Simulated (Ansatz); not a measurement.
Response to strain in hypothetical rutile SnSe2

Take SnSe2 in the rutile structure (space group P4_2/mnm, No. 136; a hypothetical phase, not in the database extracts checked) as the base.

```xyz
6
Lattice="6.4151 0.0000 0.0000 0.0000 6.4151 0.0000 0.0000 0.0000 3.9945" Properties=species:S:1:pos:R:3 pbc="T T T"
Sn     0.0000     0.0000     0.0000
Sn     3.2075     3.2075     1.9973
Se     1.9583     1.9583     0.0000
Se     5.1659     1.2492     1.9973
Se     1.2492     5.1659     1.9973
Se     4.4567     4.4567     0.0000
```

Cartesian axes are those of the cell as printed.

Strains are applied to the cell and any free atomic positions relax; under biaxial strain the out-of-plane vector relaxes too.

The values are results of Kohn–Sham DFT with the PBEsol functional, run in Ansatz (a first-principles code) with PAW and 420 eV plane waves, without spin-orbit coupling, not measurements.

Notes on the quantities. pressure: mean of the normal stresses, compression positive.

```json
[
 {"change": "base", "pressure": "0.0 GPa", "shortest interatomic distance": "2.666 Å"},
 {"change": "biaxial strain −3.82 %, plane normal [001], relaxed out of plane", "pressure": "1.4 GPa", "shortest interatomic distance": "2.667 Å"},
 {"change": "biaxial strain −3.72 %, plane normal [001], relaxed out of plane", "pressure": "1.4 GPa", "shortest interatomic distance": "2.669 Å"},
 {"change": "biaxial strain −0.42 %, plane normal [001], relaxed out of plane", "pressure": "0.2 GPa", "shortest interatomic distance": "2.668 Å"},
 {"change": "biaxial strain +0.50 %, plane normal [001], relaxed out of plane", "pressure": "-0.2 GPa", "shortest interatomic distance": "2.664 Å"},
 {"change": "biaxial strain +1.30 %, plane normal [001], relaxed out of plane", "pressure": "-0.5 GPa", "shortest interatomic distance": "2.660 Å"},
 {"change": "biaxial strain +3.24 %, plane normal [001], relaxed out of plane", "pressure": "-1.0 GPa", "shortest interatomic distance": "2.652 Å"},
 {"change": "uniaxial strain ε_yy = +3.65 %", "pressure": "-3.4 GPa", "shortest interatomic distance": "2.714 Å"},
 {"change": "uniaxial strain ε_zz = −5.21 %", "pressure": "4.0 GPa", "shortest interatomic distance": "2.604 Å"}
]
```

Stability against distortions was not tested. All final runs are without spin polarisation. Under uniaxial strain ε_yy = +3.65 % the cell ends below the base's energy or with stress of the wrong sign: the atoms slid into a distortion or the cell is elastically unstable, so the base is not a stable minimum at this level.
